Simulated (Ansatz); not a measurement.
4H silicon carbide: the defect Mg on the Si site + C vacancy (Mg_Si+V_C)

All values below come from PBE, PAW (plane waves to 420 eV; Ansatz, a program for electronic structure). Cell: 96 sites, 3×2×1 repeats of a cell of 16 atoms; final energies on a 2×2×2 shifted mesh. Sites at the start: the Si(k) site; C(k) 1.90 Å away, along c. Finite-size correction: monopole term and site-potential alignment. Dielectric constants: PBE linear response of the host. Host gap at this level: 2.23 eV. A cell of this size leaves errors of a few tenths of an eV. The semilocal functional narrows the gap, so deep levels can fall outside it. Spin–orbit coupling is left out. Each state is the lowest found from its start.

Formation energies E_f are given with the Fermi level at the valence-band maximum. Chemical conditions: C-rich (Δμ(C) = 0.00 eV, Δμ(Si) = -0.41 eV, Δμ(Mg) = -0.034 eV, bounded by antifluorite Mg2Si; only phases computed here count, gases as isolated molecules at 0 K); Si-rich (Δμ(C) = -0.41 eV, Δμ(Si) = 0.00 eV, Δμ(Mg) = -0.24 eV, bounded by antifluorite Mg2Si; only phases computed here count, gases as isolated molecules at 0 K). Reference phases: C: graphite, Mg: hcp Mg, Si: silicon.

The name describes the start; the neighbours show where the atoms ended.

Charges with a result: +2, +1, 0, −1. Others weren't obtained, and one of them could lie lower, also by skipping a charge.

| charge | moment (μB) | largest move off a lattice site (Å) | neighbours of the last Mg atom of the defect at the end (Å) | image correction with alignment (eV) | E_f, C-rich (eV) | E_f, Si-rich (eV) |
|---|---|---|---|---|---|---|
| +2† | not spin-polarised | 0.20 | C 2.13, C 2.15, C 2.15 | 0.36 | – | – |
| +1 | 1.0 | 0.17 | C 2.10, C 2.12, C 2.12 | 0.05 | 4.02 | 4.22 |
| 0† | not spin-polarised | 0.17 | C 2.08, C 2.08, C 2.09 | 0.15 | 4.27 | 4.48 |
| −1 | 1.0 | 0.17 | C 2.10, C 2.11, C 2.11 | 0.27 | 5.89 | 6.09 |

† Not settled in this cell, so no level is given: charge +2: level within 0.1 eV of a band edge or past it; charge 0: no spin-polarised start tried, a correction for the charge's moments that the other states lack.

Flagged in the runs: a host whose relaxation on this sampling wasn't shown to rest.

All states together cost roughly 70 core-minutes.
